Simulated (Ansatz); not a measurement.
Ir, point defects

Base system: a 12-atom supercell of Ir in the fcc (Cu type) structure (space group Fm-3m, No. 225; a = 3.845 Å) at its relaxed geometry.

One neutral defect a cell, atoms relaxed at fixed cell.

The values are results of r2SCAN/PAW in Ansatz (a program for electronic structure), scalar-relativistic without spin-orbit coupling, earlier PAW set, not measurements.

```json
[
 {"variant": "perfect supercell", "pressure": "0.1 GPa", "largest displacement of a host atom from its site in the perfect cell": "–"},
 {"variant": "Co on a Ir site, symmetric start", "pressure": "-4.3 GPa", "largest displacement of a host atom from its site in the perfect cell": "0.03 Å"},
 {"variant": "Ru on a Ir site, symmetric start", "pressure": "-1.4 GPa", "largest displacement of a host atom from its site in the perfect cell": "0.02 Å"},
 {"variant": "Ir interstitial (started 1.66 Å from the nearest host atom), symmetric start", "pressure": "78.1 GPa", "largest displacement of a host atom from its site in the perfect cell": "1.07 Å"},
 {"variant": "Ir interstitial (started 1.92 Å from the nearest host atom), symmetric start", "pressure": "79.0 GPa", "largest displacement of a host atom from its site in the perfect cell": "0.32 Å"}
]
```

The magnetic state is the one reached from the starting moments; the real material's order can differ, and small cells can't hold many antiferromagnetic ones. The cell is small, so the values are those of an ordered compound at a high defect concentration; dilute-limit values will differ. The defect started on the symmetric site and kept its symmetry, so it may sit on a saddle. Spin-polarised in the final run: Co on a Ir site; the other runs are not.
